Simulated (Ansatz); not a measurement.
# Several settings converged on GaN (F-43m, 2 atoms in the cell)

```
GaN
1.0
    0.00000     2.24870     2.24870
    2.24870     0.00000     2.24870
    2.24870     2.24870     0.00000
Ga N
1 1
Cartesian
  0.00000   0.00000   0.00000
  1.12435   1.12435   1.12435
```

Base method: PBE (plane waves, PAW; Ansatz, a quantum-chemistry and plane-wave program).

Base settings: basis.ecutwfc = 420 eV; kpoints.mp_grid.grid = 9 9 9; hamiltonian.xc = pbe; hamiltonian.pseudopotentials = {kind: paw} (the program's default PAW files); scf.occupations.method = fermi_dirac; scf.occupations.width = 0.02 eV.

Core times come from one kind of shared machine, to one figure; runs under 30 s give none.

**Zone-centre phonons against the cutoff**

In this ladder: scf.occupations.method = fixed; scf.occupations.width = default; phonons.method = dfpt; phonons.dielectric = true; phonons.rigid_motions = translations.

The mesh stays at the base's, so the ladder's end is converged at best in this setting alone.

Frequencies are those of the unrelaxed cell, without the LO-TO term of polar crystals.

Only quantities that move along the ladder and can be compared are tabulated.

ε∞ and Born charges come from denser meshes that the program picks itself.

```csv
basis.ecutwfc,highest zone-centre frequency (cm⁻¹),largest Born charge (mean of the diagonal) (e)
210 eV,509.7,2.697
250 eV,614.9,2.673
295 eV,561.6,2.667
355 eV,545.2,2.666
420 eV,543.3,2.668
505 eV,543.6,2.669
630 eV,543.5,2.669
```

Coarsest basis.ecutwfc that holds the highest zone-centre frequency within 5 cm⁻¹ of the last step, with all finer ones: 355 eV; the step before is off by 18 cm⁻¹.

Coarsest basis.ecutwfc that holds the largest Born charge (mean of the diagonal) within 0.01 e of the last step, with all finer ones: 250 eV; the step before is off by 0.028 e.

**The q mesh of the phonons**

In this ladder: kpoints.mp_grid.grid = 12 12 12; scf.occupations.method = fixed; scf.occupations.width = default; phonons.method = dfpt; phonons.dielectric = true; phonons.rigid_motions = translations.

Only quantities that move along the ladder and can be compared are tabulated.

Thermal sums run over frequencies interpolated from this q mesh.

| phonons.qmesh | zero-point energy (meV/atom) | vibrational free energy at 300 K (meV/atom) | core time / last (rough) |
|---|---|---|---|
| 1 1 1 | 70.36 | 45.18 | 0.3 |
| 2 2 2 | 76.56 | 54.16 | 0.6 |
| 3 3 3 | 77.12 | 54.67 | 1 |

Coarsest phonons.qmesh that holds the zero-point energy within 1 meV/atom: not settled: the last two steps still differ by 0.56 meV/atom, over half the tolerance, so the ladder does not show it.

Coarsest phonons.qmesh that holds the vibrational free energy at 300 K within 2 meV/atom of the last step, with all finer ones: 2 2 2; the step before is off by 9.5 meV/atom.

On the base run: the starting cell has typed, rounded lattice constants, without a prior relaxation at this level. Its lattice was rescaled by up to half a per cent. In the base run, with a pressure of about 6 GPa the cell is away from its equilibrium volume at this level.

Keys are those of Ansatz 0.2.
